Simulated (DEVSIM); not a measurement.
Device: Au/Al2O3/n-Si capacitor, at 500 K.

```tsv
layer (left to right)	material	thickness (nm)	Nd (cm⁻³)
1	Al2O3	18.0	-
2	Si	1400	1.8e17
```

Metal gate on the left, work function 5.1 eV. Fixed charge at the semiconductor interface 0 cm⁻² (in units of +e); no interface traps.

This is a model device: material constants are rounded textbook-type values typed into the input, and sizes, dopings and lifetimes were drawn at random. Values at 300 K; Nc and Nv go as T^1.5, mobilities as T to minus their exponent, the gap by Varshni's rule with the affinity fixed.

```tsv
parameter	Al2O3	Si
gap (eV)	6.8	1.124
affinity (eV)	1.35	4.05
permittivity	9	11.7
Nc (cm⁻³)	-	2.86e19
Nv (cm⁻³)	-	3.1e19
Varshni α (eV/K)	-	0.000473
Varshni β (K)	-	636
```

Simulated with DEVSIM: 1D Poisson equation in equilibrium, Boltzmann statistics, complete ionisation; no quantum confinement or tunnelling. Metal contacts follow the ideal Schottky-Mott rule: no Fermi-level pinning, no interface dipoles.

Q: Tabulate band edges, carrier densities and field at 0.1 V on the gate.

A: Energies count from the Fermi level of the right contact; mesh points crowd at the junctions.

| x (μm) | Ec (eV) | Ev (eV) | n (cm⁻³) | p (cm⁻³) | field (V/cm) |
|---|---|---|---|---|---|
| 0.000 | 3.650 | -3.150 | < 1e2 | < 1e2 | -180000 |
| 0.001296 | 3.627 | -3.173 | < 1e2 | < 1e2 | -180000 |
| 0.003698 | 3.584 | -3.216 | < 1e2 | < 1e2 | -180000 |
| 0.008575 | 3.498 | -3.303 | < 1e2 | < 1e2 | -180000 |
| 0.01481 | 3.387 | -3.413 | < 1e2 | < 1e2 | -180000 |
| 0.01704 | 3.347 | -3.453 | < 1e2 | < 1e2 | -180000 |
| 0.01812 | 0.628 | -0.437 | 2.9e13 | 2.6e15 | -140000 |
| 0.02039 | 0.598 | -0.467 | 5.8e13 | 1.3e15 | -130000 |
| 0.02457 | 0.546 | -0.519 | 1.9e14 | 3.9e14 | -120000 |
| 0.03368 | 0.450 | -0.616 | 1.8e15 | 4.2e13 | -93000 |
| 0.05230 | 0.323 | -0.743 | 3.4e16 | 2.2e12 | -45000 |
| 0.1147 | 0.252 | -0.813 | 1.8e17 | 4.2e11 | -500 |
| 0.2300 | 0.251 | -0.814 | 1.8e17 | 4.2e11 | ≈ 0 |
| 0.4812 | 0.251 | -0.814 | 1.8e17 | 4.2e11 | ≈ 0 |
| 1.025 | 0.251 | -0.814 | 1.8e17 | 4.2e11 | ≈ 0 |
| 1.232 | 0.251 | -0.814 | 1.8e17 | 4.2e11 | ≈ 0 |
| 1.333 | 0.251 | -0.814 | 1.8e17 | 4.2e11 | ≈ 0 |
| 1.378 | 0.251 | -0.814 | 1.8e17 | 4.2e11 | ≈ 0 |
| 1.405 | 0.251 | -0.814 | 1.8e17 | 4.2e11 | ≈ 0 |
| 1.412 | 0.251 | -0.814 | 1.8e17 | 4.2e11 | ≈ 0 |
| 1.416 | 0.251 | -0.814 | 1.8e17 | 4.2e11 | ≈ 0 |
| 1.418 | 0.251 | -0.814 | 1.8e17 | 4.2e11 | ≈ 0 |
